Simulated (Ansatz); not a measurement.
The parent structure is Mg2Sn (space group Fm-3m, No. 225; a = 6.816 Å).

Levels (all Ansatz, an electronic-structure program, PAW): PBE (420 eV, without spin-orbit coupling); PBEsol (420 eV, no spin-orbit coupling).

Levels that relaxed their own cell: PBE and PBEsol.

```
level   band gap
------  --------
PBE         zero
PBEsol      zero
```

Measured: band gap 0.36 eV (temperature not stated; as listed in Byungki Ryu et al., Journal of the Korean Physical Society (2019)).

Computed minus measured — band gap: PBE -0.36 eV, PBEsol -0.36 eV. Measured values not marked as corrected hold thermal and zero-point effects that the static-lattice runs lack. A measured gap can be an optical one, lowered by exciton binding. Levels without spin-orbit coupling miss its effect on the gap.

Whether these cells are dynamically stable was not tested.
